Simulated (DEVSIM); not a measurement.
Structure: Si p-i-n diode, at 300 K.

| layer (left to right) | material | thickness (μm) | Nd (cm⁻³) | Na (cm⁻³) | τn (s) | τp (s) |
|---|---|---|---|---|---|---|
| 1 | Si | 0.920 | - | 3.7e18 | 3.9e-7 | 3.9e-7 |
| 2 | Si | 0.410 | 7.4e13 | - | 3.9e-7 | 3.9e-7 |
| 3 | Si | 2.00 | 8.1e17 | - | 3.9e-7 | 3.9e-7 |

Left contact: ohmic. Right contact: ohmic. Voltage is applied to the left contact. Recombination: SRH at mid-gap, radiative. Mobility is μmin + (μ − μmin)/(1 + (N/Nref)^α).

Constants are typed, rounded textbook-type inputs, not results; the design itself was drawn at random and stands for no fabricated device. Values at 300 K.

```csv
parameter,Si
gap (eV),1.124
affinity (eV),4.05
permittivity,11.7
Nc (cm⁻³),2.86e19
Nv (cm⁻³),3.1e19
μn (cm²/Vs),1417
μp (cm²/Vs),470
"μn,min",52
"μp,min",45
"Nref,n",9.7e16
"Nref,p",2.2e17
αn,0.68
αp,0.72
B (cm³/s),4.7e-15
```

DEVSIM, 1D drift-diffusion, Boltzmann statistics, complete ionisation; no tunnelling, impact ionisation, image-force lowering or self-heating.

The doping Nd of layer 3 was swept, all else fixed.

| doping Nd of layer 3 (cm^-3) | potential step across the device at zero bias (V) | dark forward voltage at 100 A/cm² (V) | dark forward voltage at 1 A/cm² (V) |
|---|---|---|---|
| 2.4e16 | 0.886 | 0.746 | 0.619 |
| 8.1e16 | 0.917 | 0.778 | 0.654 |
| 2.4e17 | 0.945 | 0.809 | 0.687 |
| 8.1e17 | 0.977 | 0.842 | 0.720 |
| 2.4e18 | 1.005 | 0.862 | 0.739 |
| 8.1e18 | 1.036 | 0.869 | 0.746 |

From the first row to the last the potential step across the device at zero bias goes from 0.886 to 1.036. From the first row to the last the dark forward voltage at 100 A/cm² goes from 0.746 to 0.869.
